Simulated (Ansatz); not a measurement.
A calculation on fluorite HfO₂ (high-temperature phase) returned lattice constant a 5.120 Å, bulk modulus 246 GPa, band gap 3.64 eV.

For reference: bulk modulus 242 ± 16 GPa (measured, room temperature, no zero-point or thermal correction, nanocrystalline cubic HfO2, second-order Birch-Murnaghan; as tabulated in High-pressure structural stability, equation of state, and thermal expansion …).

**Question.** Which level of theory produced these numbers?
(A) PBE-D3(BJ) (Ansatz, an electronic-structure program)
(B) r²SCAN0 (Ansatz)
(C) rVV10 (Ansatz)
(D) LC-ωPBE (Ansatz)

**Answer.** C, rVV10 (Ansatz)

The others give: LC-ωPBE 5.052 Å, 281 GPa, 10.90 eV; r²SCAN0 5.038 Å, 286 GPa, 6.54 eV; PBE-D3(BJ) 5.072 Å, 254 GPa, 3.78 eV.

Unless a cell is named, each level is at its own relaxed cell (LC-ωPBE 10.75, PBE-D3(BJ) 10.88, r²SCAN0 10.65, rVV10 11.18 Å³/atom).

Levels without +SOC have no spin–orbit coupling; where heavier elements are present it shifts gaps, mostly down, and can invert bands. Density-functional gaps are differences of (generalised) Kohn–Sham levels.

Caveats: symmetry holds this phase in the static calculation, where it need not be a minimum (LC-ωPBE, r²SCAN0, PBE-D3(BJ), rVV10). Ansatz's density-functional and Hartree–Fock values are scalar-relativistic unless marked +SOC, with PAW data made under PBE.
